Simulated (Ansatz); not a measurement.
Results of LDA in Ansatz (plane waves, PAW) for Si (model structure, P6₄22, No. 181, 3 atoms in the cell).

Settings: plane-wave cutoff 520 eV, 18×18×14 k mesh (along the axes of the cell as run), Fermi–Dirac smearing 0.05 eV, scalar-relativistic PAW data made under PBE.

Cell (relaxed at this level):

```cif
data_Si3
_chemical_formula_sum 'Si3'
_space_group_name_H-M_alt 'P 1'
_space_group_IT_number 1
_cell_length_a 3.86061
_cell_length_b 3.86061
_cell_length_c 4.05754
_cell_angle_alpha 90.000
_cell_angle_beta 90.000
_cell_angle_gamma 120.000
loop_
_space_group_symop_operation_xyz
  'x, y, z'
loop_
_atom_site_label
_atom_site_type_symbol
_atom_site_fract_x
_atom_site_fract_y
_atom_site_fract_z
_atom_site_occupancy
Si1 Si 0.49996 0.00000 0.33333 1
Si2 Si 0.00000 0.49996 0.66667 1
Si3 Si 0.50004 0.50004 0.00000 1
```

Problem. What does this level give for the bulk modulus?

Solution. 
bulk modulus: 105 GPa

The run finds no gap.

Note: the bulk modulus is −V dP/dV from two relaxed cells at ±2 % in volume; the relaxation could raise the start's symmetry but not lower it, so the cell can be a saddle point.

Computed values are for the static lattice.

A model structure was made by putting elements into a prototype or built by hand; it is no filed structure, need not be a known phase, and can be a saddle point held by its symmetry.

Ansatz is an electronic-structure program.
